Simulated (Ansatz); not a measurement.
Base system: GaP in the zinc blende structure (space group F-43m, No. 216).

```yaml
crystal:
  lattice:
    - [0.00000, 2.72566, 2.72566]
    - [2.72566, 0.00000, 2.72566]
    - [2.72566, 2.72566, 0.00000]
  atoms:
    - { symbol: Ga, position: [0.00000, 0.00000, 0.00000] }
    - { symbol: P, position: [0.25000, 0.25000, 0.25000] }
```

Cartesian axes are those of the cell as printed.

Method: r2SCAN, PAW, 500 eV (Ansatz, a first-principles code; without spin-orbit coupling).

The change: the cell is scaled by 0.9750 in all directions; the atoms relax in the strained cell.

Question: Predict the stress tensor and what it implies for the stiffness.

Answer: Stress of the strained cell less that of the base (GPa, compression positive):
```
   7.87    0.00    0.00
   0.00    7.87    0.00
   0.00    0.00    7.87
```

Then B = −ΔP/(ΔV/V₀) with ΔV/V₀ = -0.0731 gives secant stiffness values (nonlinear terms included at this strain): B ≈ 108 GPa.

As a check, the harmonic strain energy −½ V₀ Δσ:ε is 37 meV/atom; the computed energy rise is 34 meV/atom.

Stability against distortions was not tested.
